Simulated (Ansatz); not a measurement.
The starting structures come from a database of crystals and need not be the phases stable at ambient conditions.

The decay constant κ of evanescent states in the gap governs leakage through a thin film.

Input:

```yaml
crystal:
  lattice:
    - [5.94138, 0.00000, 0.00000]
    - [0.00000, 11.67967, 0.00000]
    - [2.97069, 5.83983, 2.97069]
  atoms:
    - { symbol: Cd, position: [0.00000, 0.00000, 0.00000] }
    - { symbol: In, position: [0.00000, 0.50000, 0.00000] }
    - { symbol: In, position: [0.50000, 0.25000, 0.00000] }
    - { symbol: Se, position: [0.03462, 0.62672, 0.47448] }
    - { symbol: Se, position: [0.50910, 0.40790, 0.45628] }
    - { symbol: Se, position: [0.96538, 0.10120, 0.52552] }
    - { symbol: Se, position: [0.49090, 0.86418, 0.54372] }
```

Space group of this cell: I-4. The cell is taken as given; by PBEsol its mean pressure is -1.0 GPa.

Transport runs along the normal of the first two printed cell vectors, the (100) plane of the conventional cell.

No gap correction and no spin-orbit coupling; mid-gap values are interpolated between computed energies.

Q: Compute, with PBEsol (Ansatz, an electronic-structure program), the band gap and the smallest decay constant κ at mid-gap.

A: Gap 0.92 eV on a 10×10×10 mesh; κ = 0.079 1/Å, at the zone centre.
